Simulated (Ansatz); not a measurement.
For Ge (within 0.1 Å of P6/mmm, No. 191, 1 atom in the cell; start mp-1224349; another form than the element's usual one), LDA in Ansatz (plane waves, PAW) gives:

bulk modulus B0: 80.9 GPa
cohesive energy: 4.39 eV/atom

Question: What does r²SCAN (Ansatz, a program for electronic structure, PAW) give for the same quantities?

Answer: 
- bulk modulus: 75.8 GPa (shrinks by 6.3 %)
- cohesive energy: 3.49 eV/atom (shrinks by 0.90 eV/atom)

Changes are worked out from the printed values.

Unless a cell is named, each level is at its own relaxed cell (LDA 17.96, r²SCAN 18.68 Å³/atom).

Caveats: the bulk modulus is −V dP/dV from two relaxed cells at ±2 % in volume (LDA, r²SCAN); the relaxation could not lower the start's symmetry, so the cell can be a saddle point above a distorted one (LDA, r²SCAN). Ansatz's density-functional and Hartree–Fock values are scalar-relativistic unless marked +SOC, with PAW data made under PBE.

A start named mp-… is a Materials Project structure, which need not be a measured phase.
